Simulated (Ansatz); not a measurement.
Take ZrO₂ (space group P2_1/c, No. 14) as the base.

```cif
data_O8Zr4
_chemical_formula_sum 'Zr4 O8'
_space_group_name_H-M_alt 'P 1'
_space_group_IT_number 1
_cell_length_a 5.18987
_cell_length_b 5.24188
_cell_length_c 5.37846
_cell_angle_alpha 90.000
_cell_angle_beta 99.683
_cell_angle_gamma 90.000
loop_
_space_group_symop_operation_xyz
  'x, y, z'
loop_
_atom_site_label
_atom_site_type_symbol
_atom_site_fract_x
_atom_site_fract_y
_atom_site_fract_z
_atom_site_occupancy
Zr1 Zr 0.27576 0.04379 0.21002 1
Zr2 Zr 0.72424 0.54379 0.28998 1
Zr3 Zr 0.72424 0.95621 0.78998 1
Zr4 Zr 0.27576 0.45621 0.71002 1
O1 O 0.06497 0.32630 0.35005 1
O2 O 0.93503 0.82630 0.14995 1
O3 O 0.93503 0.67370 0.64995 1
O4 O 0.06497 0.17370 0.85005 1
O5 O 0.45100 0.75674 0.47552 1
O6 O 0.54900 0.25674 0.02448 1
O7 O 0.54900 0.24326 0.52448 1
O8 O 0.45100 0.74326 0.97552 1
```

Calculations: PBE, PAW, 420 eV (Ansatz, a quantum-chemistry and plane-wave program; scalar-relativistic without spin-orbit coupling).

For the base:

| Quantity | Value |
|---|---|
| Gap character | indirect, Γ → Y₂ |
| Volume per atom | 12.02 Å³ |

The change: hydrostatic tension (pressure −1 GPa).

How does this affect the gap character and volume per atom?

The gap character is still indirect, Γ → Y₂; the volume per atom goes up by 0.07 Å³, from 12.02 Å³ to 12.09 Å³.

Load acts through the strain it causes; cell and atoms are relaxed under it. Stability against distortions was not tested.
